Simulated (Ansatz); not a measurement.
The gap is the functional's own. No spin-orbit coupling. Mid-gap values are interpolated on the energy grid.

A. BP (F-43m, zinc blende, 2 atoms a cell, 11.6 Å³ an atom), along the normal of (111)
B. SnO2 (P4_2/mnm, rutile, 6 atoms a cell, 12.1 Å³ an atom), along the normal of (100)
C. HfO2 (P4_2/nmc, 6 atoms a cell, 10.9 Å³ an atom, 4 GPa at this level), along the normal of (100)

**Question.** Order them by mid-gap decay constant of the slowest evanescent state (lowest first) at the level r2SCAN (Ansatz, an electronic-structure program).

**Answer.** A (0.14 1/Å), B (0.19 1/Å), C (0.42 1/Å)
